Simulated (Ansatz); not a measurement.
# alpha quartz: the defect N on the O site + 1 H

Calculation: PBE, PAW (plane waves to 420 eV; Ansatz, an electronic-structure program). The supercell holds 72 host sites (2×2×2 repeats of a cell of 9 atoms), with a 2×2×2 Γ-centred k-point sampling for the final energies. Sites at the start: the O site; H at the bond centre. Finite-size correction: monopole term and site-potential alignment. Dielectric constants: PBE linear response of the host. Host gap at this level: 5.68 eV. Finite-size and sampling errors can reach tenths of an eV here. PBE underestimates the host's gap, which shifts levels and can delocalise carriers. Spin–orbit coupling is left out. Each state is the lowest found from its start.

The name describes the start; the neighbours show where the atoms ended.

Charges with a result: +1, 0, −1. Others weren't obtained, and one of them could lie lower, also by skipping a charge.

```json
[
 {"charge": "+1", "moment (μB)": "1.0", "point group": "C1", "largest move off a lattice site (Å)": "0.36", "neighbours of the last H atom of the defect at the end (Å)": "N 1.04, O 2.13, Si 2.37, Si 2.38, O 2.58", "image correction with alignment (eV)": "0.41"},
 {"charge": "0", "moment (μB)": "not spin-polarised", "point group": "C1", "largest move off a lattice site (Å)": "0.24", "neighbours of the last H atom of the defect at the end (Å)": "N 1.02, Si 2.27, Si 2.29, O 2.32, O 2.55, O 2.70, O 2.74", "image correction with alignment (eV)": "0.00"},
 {"charge": "−1*", "moment (μB)": "quenched", "point group": "C1", "largest move off a lattice site (Å)": "0.24", "neighbours of the last H atom of the defect at the end (Å)": "N 1.02, Si 2.27, Si 2.29, O 2.33, O 2.56, O 2.70, O 2.75", "image correction with alignment (eV)": "–"}
]
```

* At this level the carrier isn't localised at the defect: at charge −1 electrons occupy the conduction band. Such a state is shallow or no state of the defect, and this cell gives it no level.

Point groups are those of the whole cell at tolerances of 0.03 and 0.1 Å ("near" where only the looser one holds); none is given for unsettled states.

Starting moments that weren't kept: charge −1 began with 1 μB and ended with 0.0.

No other site or start that was run ended lower by more than 0.1 eV.

Transition levels above the valence-band maximum: ε(+1/0) = 0.18 eV. On the lower envelope of the bound states, inside the gap: (+1/0) at 0.18 eV.

Flagged in the runs: a doubtful potential alignment, a host whose relaxation on this sampling wasn't shown to rest, a strain field that reaches the edge of the cell.
